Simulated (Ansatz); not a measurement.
Consider MoTe2 (space group P6_3/mmc, No. 194; a = 3.4340 Å, c = 13.3294 Å; layered, stacked along the Cartesian z axis). Axes: x lies along a and z along c of the hexagonal cell.

Perturbation: biaxial strain +1.20 %, plane normal [001], relaxed out of plane (Cartesian); in-plane vectors clamped, the third vector and the atoms free.

The values are results of PBEsol-D3(BJ) (Ansatz, a first-principles code), scalar-relativistic without spin-orbit coupling, not measurements.

Base, band edges from the VBM (valence, conduction): K -0.25, 0.54; H -0.53, 0.94; M -0.28, 1.20; L -0.57, 1.23; A -0.11, 2.88; Γ -0.11, 2.84 eV.

Give the band edges at the high-symmetry points of the new zone, measured from its valence-band maximum.


```tsv
point	valence edge (eV)	conduction edge (eV)
Γ	-0.06	2.59
M	-0.51	0.98
K	-0.37	0.51
A	-0.10	2.63
L	-0.79	1.01
H	-0.64	0.71
```

The gap is 0.26 eV, indirect, K–Γ (87 % along) → K–Γ (44 % along).

Spin-orbit coupling, missing from the scalar runs, can matter with Te. No phonon test of stability was made. A zero or small gap of MoTe2 under biaxial strain +1.20 %, plane normal [001], relaxed out of plane can be the functional's error rather than a property of the material.
